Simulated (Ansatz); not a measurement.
Partial pair distribution functions of a relaxed model of amorphous Ge24Se36, broadened by 0.06 Å; density 4.38 g/cm³. Calculation: PBE, scalar-relativistic without spin-orbit coupling, PAW (Ansatz default set, large-core Se) (plane waves to 420 eV; Ansatz, a program for electronic structure).

Preparation: random packing, a CHGNet melt and quench, and a DFT relaxation. The hot cell started wider than the set density and was brought back towards it in steps. It is the lowest in DFT energy of 4 quenches. It is a model cell: composition and starting density were chosen by hand, and all elements were melted together. No dispersion term was used. Its density started from a set value of 4.38 and ended at 4.38 g/cm³. Cooling (nominally 60 K/ps over its main leg) ran many orders faster than in experiment, which tends to leave more defects and strain. One small periodic cell is one sample of the glass; other quenches scatter about these values. The volume was held where the preparation left it, at a PBE pressure of 1.1 GPa. Stress components on the final sampling reach 1.4 GPa. Cycles of charging lowered its energy after that relaxation.

| r (Å) | g Ge-Se | g Ge-Ge | g Se-Se |
|---|---|---|---|
| 2.15 | 0.01 | 0.00 | 0.00 |
| 2.25 | 0.75 | 0.00 | 0.00 |
| 2.35 | 5.63 | 0.00 | 0.00 |
| 2.45 | 6.87 | 0.00 | 0.00 |
| 2.55 | 4.50 | 0.02 | 0.00 |
| 2.65 | 2.12 | 0.33 | 0.00 |
| 2.75 | 1.38 | 0.29 | 0.00 |
| 2.85 | 0.62 | 0.02 | 0.00 |
| 2.95 | 0.43 | 0.07 | 0.00 |
| 3.05 | 0.45 | 0.40 | 0.06 |
| 3.15 | 0.71 | 0.71 | 0.49 |
| 3.25 | 0.35 | 1.75 | 0.54 |
| 3.35 | 0.31 | 1.75 | 0.93 |
| 3.45 | 0.51 | 1.22 | 1.00 |
| 3.55 | 0.58 | 0.95 | 1.55 |
| 3.65 | 0.65 | 0.58 | 2.39 |
| 3.75 | 0.39 | 1.73 | 3.00 |
| 3.85 | 0.27 | 2.12 | 2.52 |
| 3.95 | 0.63 | 1.61 | 2.54 |
| 4.05 | 0.77 | 1.72 | 2.27 |
| 4.15 | 0.85 | 1.46 | 1.96 |
| 4.25 | 0.75 | 1.20 | 1.82 |
| 4.35 | 0.87 | 1.31 | 1.16 |
| 4.45 | 0.67 | 0.86 | 0.94 |
| 4.55 | 0.65 | 0.33 | 0.81 |
| 4.65 | 1.10 | 0.41 | 0.95 |
| 4.75 | 1.28 | 0.85 | 0.85 |
| 4.85 | 1.10 | 0.92 | 0.54 |
| 4.95 | 1.34 | 1.03 | 0.46 |
| 5.05 | 1.35 | 1.04 | 0.51 |
| 5.15 | 1.23 | 0.98 | 0.54 |
| 5.25 | 0.83 | 0.70 | 0.58 |
| 5.35 | 0.74 | 0.54 | 0.44 |
| 5.45 | 1.14 | 0.56 | 0.51 |
| 5.55 | 1.28 | 0.64 | 0.61 |
| 5.65 | 1.37 | 0.70 | 0.61 |
| 5.75 | 1.30 | 0.92 | 0.67 |
| 5.85 | 1.26 | 1.37 | 0.81 |
| 5.95 | 1.49 | 0.90 | 0.83 |

Within 2.96 Å each Ge has 3.62 Se neighbours on average.
